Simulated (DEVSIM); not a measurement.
System: GaAs n-i-p diode, at 300 K.

| layer (left to right) | material | thickness (μm) | Nd (cm⁻³) | Na (cm⁻³) | τn (s) | τp (s) |
|---|---|---|---|---|---|---|
| 1 | GaAs | 0.220 | 1.1e17 | - | 6.7e-10 | 6.7e-10 |
| 2 | GaAs | 0.570 | - | 3.2e12 | 6.7e-10 | 6.7e-10 |
| 3 | GaAs | 0.270 | - | 1.9e17 | 6.7e-10 | 6.7e-10 |

Left contact: ohmic. Right contact: ohmic. Voltage is applied to the left contact. Recombination: SRH at mid-gap, radiative. Mobility is μmin + (μ − μmin)/(1 + (N/Nref)^α).

Constants are typed, rounded textbook-type inputs, not results; the design itself was drawn at random and stands for no fabricated device. Values at 300 K. The table also holds parameters that only a changed run uses.

```tsv
parameter	GaAs
gap (eV)	1.424
affinity (eV)	4.07
permittivity	12.9
Nc (cm⁻³)	4.7e17
Nv (cm⁻³)	9e18
μn (cm²/Vs)	8500
μp (cm²/Vs)	400
μn,min	500
μp,min	20
Nref,n	6e16
Nref,p	1.5e17
αn	0.39
αp	0.38
B (cm³/s)	2e-10
Cn (cm⁶/s)	1e-30
Cp (cm⁶/s)	1e-30
```

DEVSIM, 1D drift-diffusion, Boltzmann statistics, complete ionisation; no tunnelling, impact ionisation, image-force lowering or self-heating.

Base results: dark forward voltage at 100 A/cm² (V) 1.110; dark forward voltage at 1 A/cm² (V) 0.958; potential step across the device at zero bias (V) 1.287.

### Question
What follows from this one change: minority lifetime in layer 2 6.7e-10 → 6.7e-09 s?

### Answer
dark forward voltage at 100 A/cm² 1.110 → 1.116 V; dark forward voltage at 1 A/cm² 0.958 → 0.984 V; potential step across the device at zero bias little changed (1.287 V).

### Question
What follows from this one change: doping Na of layer 3 1.9e+17 → 1.9e+16 cm^-3?

### Answer
dark forward voltage at 100 A/cm² 1.110 → 1.050 V; dark forward voltage at 1 A/cm² 0.958 → 0.919 V; potential step across the device at zero bias 1.287 → 1.227 V.

### Question
What follows from this one change: constant mobility in place of the doping-dependent one?

### Answer
dark forward voltage at 100 A/cm² 1.110 → 1.092 V; dark forward voltage at 1 A/cm² 0.958 → 0.950 V; potential step across the device at zero bias little changed (1.287 V).
